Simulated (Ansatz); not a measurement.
# The (100) surface of rock-salt TiC, V on all Ti sites of the top plane (bottom of the slab: a bare face, its two planes held)

Computed with PBE (plane waves to 420 eV, PAW; Ansatz, a first-principles code).

Model: 12-atom slab, 10.8 Å thick at the start with caps and adatoms (thin: gaps and levels are the slab's own), 12x12x1 mesh, Fermi-Dirac 0.1 eV, dipole correction, 4 atoms held, the rest relaxed; start symmetry kept, larger cells not searched; spin-polarised, no spin-orbit, no U. The starting moment vanished. In PBE it is, or lies within 0.01 eV a 1x1 cell of, the lowest of the 2 structures of its composition computed so far; subsurface sites and larger cells were not tried.

- work function of the top face = 4.34 eV
- energy released by relaxation = 0.30 eV
- magnetic moment of the cell = 0.00 μB
- cost = around 4 core-minutes (rough)
